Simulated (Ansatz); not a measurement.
The reference is WS2 in the 2H-MoS2 type structure (space group P6_3/mmc, No. 194; layered, stacked along the Cartesian z axis).

```
CELL_PARAMETERS angstrom
      3.16997     0.00000     0.00000
     -1.58498     2.74527     0.00000
      0.00000     0.00000    12.49180
ATOMIC_POSITIONS crystal
  W  0.33333 0.66667 0.25000
  W  0.66667 0.33333 0.75000
  S  0.33333 0.66667 0.62490
  S  0.66667 0.33333 0.12490
  S  0.66667 0.33333 0.37510
  S  0.33333 0.66667 0.87510
```

The values are results of DFT with r2SCAN+rVV10, PAW potentials and a 500 eV plane-wave cutoff in Ansatz (an electronic-structure program), scalar-relativistic without spin-orbit coupling, not measurements.

One thing is altered: every W is replaced by Mo, then cell and atoms are relaxed.

Measured band gap: WS2 1.35 eV (room temperature; as listed in Carlos M. O. Bastos et al., Physical Review Materials (2019)); MoS2 1.23 eV (room temperature; as listed in Carlos M. O. Bastos et al., Physical Review Materials (2019)).

Measured lattice parameter a: WS2 3.153 Å (room temperature; as listed in arXiv:1605.07067); MoS2 3.16 Å (room temperature; as listed in arXiv:1605.07067).

Problem. How well does r2SCAN+rVV10 reproduce the measured shift?

Solution. With r2SCAN+rVV10 the band gap moves by -0.12 eV (1.13 → 1.01) against -0.12 eV measured; the lattice parameter a moves by +0.003 Å (3.170 → 3.173) against +0.007 Å measured.

With W present, leaving out spin-orbit coupling can change the band edges. Whether these cells are dynamically stable was not tested.
